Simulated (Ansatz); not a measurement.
All values below come from PBE (plane waves to 420 eV, PAW; Ansatz, a quantum-chemistry and plane-wave program).

Plane-averaged electrostatic potential energy along the normal, in eV from the Fermi level, for the (211) surface of tetragonal WSi2 in its 1x1 cell (cut with top plane Si, bottom plane Si), outermost plane spacing 0.47 Å in the ideal cut (one of several cuts of this face), with 2 Si a cell over the bulk's ratio:

(z (Å), V (eV)): (3.53, 5.01); (3.83, 5.01); (4.12, 5.01); (4.42, 5.01); (4.71, 5.01); (5.01, 5.00); (5.30, 4.99); (5.59, 4.97); (5.89, 4.92); (6.18, 4.82); (6.48, 4.59); (6.77, 4.10); (7.07, 3.09); (7.36, 1.08); (7.66, -1.42); (7.95, -3.87); (8.24, -5.92); (8.54, -7.61); (8.83, -9.42); (9.13, -11.33); (9.42, -12.52); (9.72, -12.49); (10.01, -11.10); (10.31, -9.96); (10.60, -9.93); (10.89, -10.50); (11.19, -10.78); (11.48, -10.78); (11.78, -11.05); (12.07, -11.17); (12.37, -11.36); (12.66, -11.12); (12.96, -10.54); (13.25, -10.49); (13.54, -10.54); (13.84, -11.12); (14.13, -11.36); (14.43, -11.17); (14.72, -11.05); (15.02, -10.78); (15.31, -10.78); (15.61, -10.50); (15.90, -9.93); (16.19, -9.96); (16.49, -11.10); (16.78, -12.49); (17.08, -12.52); (17.37, -11.33); (17.67, -9.42); (17.96, -7.61); (18.26, -5.92); (18.55, -3.87); (18.84, -1.42); (19.14, 1.08); (19.43, 3.09); (19.73, 4.10); (20.02, 4.59); (20.32, 4.82); (20.61, 4.92); (20.91, 4.97); (21.20, 4.99); (21.49, 5.00); (21.79, 5.01); (22.08, 5.01); (22.38, 5.01); (22.67, 5.01); (22.97, 5.01)

Slab: 23 atoms, Si16W7, 10.4 Å thick at the start (thin: gaps and levels are the slab's own); k 9x6x1, smearing 0.1 eV, dipole-corrected; all atoms relaxed; held to the start's symmetry, so lower structures may exist; no spin, no spin-orbit, no U.

The vacuum level lies 5.01 eV above the Fermi level over the top face and 5.01 eV above it under the bottom face.
